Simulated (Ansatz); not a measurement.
# A computed series for CaSnS3: pressure series

Base system: CaSnS3 (space group R-3, No. 148; a = 6.6555 Å, c = 18.4090 Å (hexagonal axes); a cell from a computed database, its experimental status unchecked).

Cell and atoms are relaxed at each pressure.

The values are results of Ansatz (a first-principles code) PBEsol, scalar-relativistic without spin-orbit coupling, not measurements.

| pressure (GPa) | volume per atom (Å³/atom) |
|---|---|
| -2 | 24.397 |
| 0 | 23.540 |
| 0.3 | ? |
| 0.7 | 23.277 |
| 1.5 | 22.988 |
| 3 | 22.492 |
| 5 | 21.895 |
| 7.5 | 21.218 |
| 10 | 20.587 |

Fit the third-order Birch–Murnaghan form P(V) = (3B₀/2)[(V₀/V)^(7/3) − (V₀/V)^(5/3)]·[1 + (3/4)(B₀′ − 4)((V₀/V)^(2/3) − 1)] (squares taken in P) to the rows shown and predict the withheld row.

Least squares on the printed values gives V₀ = 23.550 Å³/atom, B₀ = 61.0 GPa, B₀′ = 3.1; this predicts 23.436 Å³/atom, and the run gives 23.427 Å³/atom, 0.009 lower.

Load acts through the strain it causes; cell and atoms are relaxed under it. No phonon test of stability was made. No other phases were tried under pressure.
